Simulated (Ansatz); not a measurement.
How far a parabola holds: energy against volume of cubic perovskite CsPbF₃

Cubic perovskite CsPbF₃, treated with PBEsol in Ansatz (plane waves, PAW). Settings: plane-wave cutoff 520 eV, 8×8×8 k mesh, Fermi–Dirac smearing 0.01 eV, scalar-relativistic PAW data made under PBE. The cell has no free parameter but its volume, all volumes share cutoff and mesh, and the runs aren't spin-polarised. Energies are free energies at the run's smearing, counted from the lowest row; static lattice.

```csv
V (Å³/atom),E (meV/atom)
21.428,5.35
21.875,1.28
22.321,0.00
22.768,1.20
23.214,4.60
23.660,?
```

The 5 complete rows are fitted with a parabola, E against V. With u = V - 22.3, the rows have u = -0.8720, -0.4250, 0.0210, 0.4680, 0.9140. Least squares gives E = 0.008 - 0.6173·u + 6.2414·u². Residuals (row less fit): 0.058, -0.118, 0.002, 0.114, -0.058; standard error 0.129 (degrees of freedom: 2). The fitted curve has its minimum at V = 22.3, where E = -0.01. Its curvature is d²E/dV² = 2 × 6.2414 meV/Å⁶, so B = V0·d²E/dV² × 0.1602 = 44.7 GPa.

Task: Predict the withheld E at V = 23.660 from the fit, and compare with the calculation.

Result: u = 1.3600, so E = 0.008 - 0.6173 × 1.3600 + 6.2414 × 1.3600² = 10.713 meV/atom. The calculation gives 9.97 meV/atom, 0.743 meV/atom below the prediction (7.5 % of the range of E in the table). The row lies outside the fitted rows, so this is an extrapolation. From the scatter of the fitted rows alone, a prediction at this place has a standard error of 0.306 meV/atom, so the miss is 2.4 times that.

The residuals are curvature that a parabola lacks, not noise. A solid that stiffens under compression and softens on expansion lies above the parabola at the compressed end and under it at the expanded end, as this row does. A third-order Birch-Murnaghan fit to the whole scan has B0 = 44.5 GPa. Only scans are tabulated whose curvature falls smoothly with volume, and where the parabola meets the shown rows within 5 % of their range and misses the end by 0.1 meV or more.

Note: the relaxation could not lower the start's symmetry, so the cell can be a saddle point above a distorted one.

Spin–orbit coupling is not included; it can shift volumes and moduli of such heavy elements.

Ansatz is a first-principles code.
